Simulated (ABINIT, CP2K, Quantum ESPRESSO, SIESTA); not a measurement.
**Code comparison for TaN (Fm-3m, 2 atoms in the cell)**

Self-consistent single point.

```
TaN
1.0
    0.00000     2.21132     2.21132
    2.21132     0.00000     2.21132
    2.21132     2.21132     0.00000
Ta N
1 1
Cartesian
  2.21132   2.21132   2.21132
  0.00000   0.00000   0.00000
```

All programs got the same cell, k-point mesh and kind of occupations (in SIESTA's words: PAO.EnergyShift = 0.01 Ry; MeshCutoff = 350 Ry; OccupationFunction = MP; OccupationMPOrder = 0); potentials, basis and cutoffs are each program's usual ones.

```
code                                                                                                                                model  pressure (GPa)  k-points       cutoff
----------------  -----------------------------------------------------------------------------------------------------------------------  --------------  --------  -----------
SIESTA            GGA PBE, numerical atomic orbitals TZP, PseudoDojo PBE standard norm-conserving potentials (rewritten from UPF to PSML)           -0.03       365  grid 350 Ry
CP2K                                                              PBE, GPW, DZVP-MOLOPT-SR-GTH basis, GTH-PBE potentials (GTH_POTENTIALS)           -6.20       365  grid 500 Ry
Quantum ESPRESSO                                                          PBE, PseudoDojo standard norm-conserving (PBE) pseudopotentials           -1.48        35        85 Ry
ABINIT                                                           PBE, norm-conserving pseudopotentials (PseudoDojo nc-sr-05 PBE standard)           -1.48        35        42 Ha
```

The spread over the programs that give each value: pressure within 6.17 GPa.

The starting cell comes from a database of computed structures (which also holds hypothetical and non-ambient phases and stackings), without a prior relaxation at this level. On SIESTA's run: Spin-orbit coupling is off. Spin polarisation is off. Values carry the incompleteness of an atom-centred basis.

Task: Why do the programs differ, and what cannot be compared?

Result: Differences of this kind can come from the potentials, where these differ, and from what each basis and cutoff leave unconverged. The zero of total energies and Fermi levels follows the potentials and each program's conventions, so they are not compared here. SIESTA and CP2K use small atom-centred bases, whose incompleteness enters pressures, forces and empty levels differently from a plane-wave cutoff. The programs reduce the same mesh by symmetry to different extents, which changes the work and not the result. In the pressure, SIESTA (by 1.45) and CP2K (by 4.72) lie more than 1 GPa from the median of the plane-wave programs.

Left out of this page: GPAW, Elk and FLEUR (not drawn, or without a comparable value).
